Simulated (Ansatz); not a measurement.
Results of r²SCAN+rVV10 (PAW; Ansatz, a first-principles code) for quartz-high SiO2 (high-temperature phase).

Settings: plane-wave cutoff 560 eV, 12×12×6 k mesh (along the axes of the cell as run), Fermi–Dirac smearing 0.01 eV, scalar-relativistic PAW data made under PBE.

Computed at the level's own relaxed cell.

Q: Predict the band gap, smallest direct gap on the k points sampled, lattice constant a and lattice parameter c.

A: 
* **band gap**: 6.19 eV (indirect)
* **smallest direct gap on the k points sampled**: 6.38 eV
* **lattice constant a**: 5.050 Å
* **lattice parameter c**: 5.535 Å

Note: symmetry holds this phase in the static calculation, where it need not be a minimum; held by symmetry at 0 K, a high-temperature phase can be a saddle point.

The computed numbers hold no vibrational or temperature effects.

Computing time: around 120 core-seconds (rough).
